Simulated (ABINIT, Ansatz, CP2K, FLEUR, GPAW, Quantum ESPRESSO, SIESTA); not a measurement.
# One structure in several programs: WS2 (R3m, 3 atoms in the cell)

Self-consistent single point.

```
CELL_PARAMETERS angstrom
      1.59244     0.91939     6.48980
     -1.59244     0.91939     6.48980
      0.00000    -1.83879     6.48980
ATOMIC_POSITIONS crystal
  W  0.00067 0.00067 0.00067
  S  0.41411 0.41411 0.41411
  S  0.25392 0.25392 0.25392
```

All programs got the same cell, k-point mesh and kind of occupations (some realise fixed ones as a very narrow smearing) (in Ansatz's words: kpoints.mp_grid.grid = 8 8 8; scf.occupations.method = fixed); potentials, basis and cutoffs are each program's usual ones.

```
code                                                                                                                                      model  pressure (GPa)  largest force (eV/Å)  k-points           cutoff
----------------  -----------------------------------------------------------------------------------------------------------------------------  --------------  --------------------  --------  ---------------
GPAW                                                                                      PBEsol, GPAW PAW datasets PBEsol (made by gpaw-setup)           -2.97                 0.111        65           550 eV
Quantum ESPRESSO                                                          PBEsol, PseudoDojo standard norm-conserving (PBESOL) pseudopotentials           -2.89                 0.113        65            75 Ry
SIESTA            GGA PBEsol, numerical atomic orbitals DZP, PseudoDojo PBEsol standard norm-conserving potentials (rewritten from UPF to PSML)           -1.04                 0.228       296      grid 350 Ry
ABINIT                                                           PBEsol, norm-conserving pseudopotentials (PseudoDojo nc-sr-04 PBEsol standard)           -2.89                 0.113        65          1007 eV
FLEUR                                                                           PBEsol, all-electron FLAPW (FLEUR), scalar-relativistic valence               –                 0.085        65  Kmax 3.9 1/bohr
Ansatz                                                                                                  PBEsol, default PAW files made with PBE           -2.91                 0.115        65           420 eV
CP2K                                                                 PBEsol, GPW, DZVP-MOLOPT-SR-GTH basis, GTH-PBE potentials (GTH_POTENTIALS)           -2.81                 0.038       260      grid 500 Ry
```

A dash marks a value that a program does not give, or that is left out as unsure.

The spread over the programs that give each value: pressure within 1.93 GPa; largest force within 0.190 eV/Å.

The starting cell comes from a database of computed structures (which also holds hypothetical and non-ambient phases and stackings), without a prior relaxation at this level. On Ansatz's run: Spin-orbit coupling is off. Spin polarisation is off.

Problem. Why do the programs differ, and what cannot be compared?

Solution. Differences of this kind can come from the potentials, where these differ, and from what each basis and cutoff leave unconverged. The zero of total energies and Fermi levels follows the potentials and each program's conventions, so they are not compared here. SIESTA and CP2K use small atom-centred bases, whose incompleteness enters pressures, forces and empty levels differently from a plane-wave cutoff. FLEUR treats all electrons, but the usual bases taken here (sphere radii, linearisation, local orbitals, empty states) were not tested for convergence, so the values are no reference for the others. Ansatz's pressure is given at a fixed set of plane waves, as the other plane-wave codes print theirs. The programs reduce the same mesh by symmetry to different extents, which changes the work and not the result. In the pressure, SIESTA (by 1.86) lies more than 1 GPa from the median of the plane-wave programs. In the force vectors, SIESTA (by 0.338) lies more than 0.08 eV/Å from the median of the plane-wave programs.

This mesh misses zone-boundary points where a band edge of such crystals can lie, so no gaps are given.

Ansatz is an electronic-structure program.

Keys are those of Ansatz 0.2.
